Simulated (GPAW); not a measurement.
Input and output of a self-consistent single point for TiS (P-6m2, 2 atoms in the cell) (GPAW).

Computed with PBEsol+U, GPAW PAW datasets PBEsol (made by gpaw-setup) (plane waves; GPAW).

```
TiS
1.0
    3.26717     0.00000     0.00000
   -1.63359     2.82945     0.00000
    0.00000     0.00000     3.21706
Ti S
1 1
Direct
  0.66667   0.33333   0.00000
  0.00000   0.00000   0.50000
```

Reference input (self-consistent single point, DFT PBEsol, plane waves, GPAW PAW datasets PBEsol (made by gpaw-setup)): mode = pw; ecut = 850 eV; xc = PBEsol; kpts = 12 12 10; mesh shift (steps) = 0 0 0; occupations.name = methfessel-paxton; occupations.width = 0.2 eV; occupations.order = 0; nbands = -8; convergence.density = 1e-05 e/electron; symmetry.symmorphic = false; symmetry.tolerance = 0.0005. This run's input differs from it in these lines:

```diff
@@ -14,2 +14,3 @@
             xc='PBEsol',
+            setups={'Ti': ':d,2.0'},
             kpts={'size': (12, 12, 10), 'gamma': True},
```

The program printed (abridged):

```
     iter     time        total  log10-change:
                         energy   eigst   dens
iter:   1 --:--:--   -13.374600
iter:   2 --:--:--   -13.361108   -0.76  -1.34
iter:   3 --:--:--   -13.207173   -1.41  -1.37
iter:   4 --:--:--   -13.163635   -2.75  -1.66
iter:   5 --:--:--   -13.205551   -2.24  -1.64
iter:   6 --:--:--   -13.174904   -2.62  -2.07
iter:   7 --:--:--   -13.175129   -3.52  -2.35
iter:   8 --:--:--   -13.174173c  -3.58  -2.72
iter:   9 --:--:--   -13.174362c  -4.19  -3.06
iter:  10 --:--:--   -13.174124c  -4.38  -2.87
iter:  11 --:--:--   -13.174107c  -6.24  -3.44
iter:  12 --:--:--   -13.174108c  -6.98  -3.77
iter:  13 --:--:--   -13.174108c  -6.78  -3.84
iter:  14 --:--:--   -13.174111c  -6.61  -4.02
iter:  15 --:--:--   -13.174108c  -6.52  -3.82
iter:  16 --:--:--   -13.174109c  -7.90c -4.02
iter:  17 --:--:--   -13.174109c  -8.17c -4.05
iter:  18 --:--:--   -13.174109c  -7.46c -4.13
iter:  19 --:--:--   -13.174110c  -7.84c -4.28
iter:  20 --:--:--   -13.174111c  -7.42c -4.33
iter:  21 --:--:--   -13.174111c  -8.43c -4.45
iter:  22 --:--:--   -13.174111c  -7.67c -4.49
iter:  23 --:--:--   -13.174111c  -9.33c -4.93
iter:  24 --:--:--   -13.174111c  -8.97c -5.00
iter:  25 --:--:--   -13.174111c -10.17c -5.26c
Converged after 25 iterations.

Dipole moment: (2.252755, -1.300629, 0.000000) |e|*Ang

Energy contributions relative to reference atoms: (reference = -34037.946978)

Kinetic:        +10.565250
Potential:      -10.708449
External:        +0.000000
XC:             -13.154466
Entropy (-ST):   -0.006911
Local:           +0.127010
SIC:             +0.000000
--------------------------
Free energy:    -13.177566
Extrapolated:   -13.174111

Showing only first 2 kpts
 Kpt  Band  Eigenvalues  Occupancy
  0     7      7.52559    2.00000
  0     8      8.14983    2.00000
  0     9     11.89624    0.00000
  0    10     11.89624    0.00000

  1     7      7.22719    2.00000
  1     8      9.04040    2.00000
  1     9     11.48877    0.00000
  1    10     11.48878    0.00000

Fermi level: 10.40576

No gap
No difference between direct/indirect transitions
Energy (eV): -13.174111

Forces in eV/Ang:
  0 Ti    0.00000    0.00000    0.00000
  1 S     0.00000   -0.00000    0.00000

Stress tensor:
     0.017670     0.000000     0.000000
     0.000000     0.017670     0.000000
     0.000000     0.000000     0.017558
Stress (GPa, Voigt): [2.831  2.831  2.8132 0.     0.     0.    ]
```

The run converged in 25 iterations. GPAW prints stress with tension positive. Against the reference run the pressure goes from -4.96 to -2.83 GPa.

The starting cell comes from a database of computed structures (which also holds hypothetical and non-ambient phases and stackings), without a prior relaxation at this level. Spin polarisation is off, so a magnetic state, if there is one, cannot be reached. The U value is a test value, and with U on an open shell several self-consistent states can exist.

Cost on one core of a shared machine: roughly 2 min.
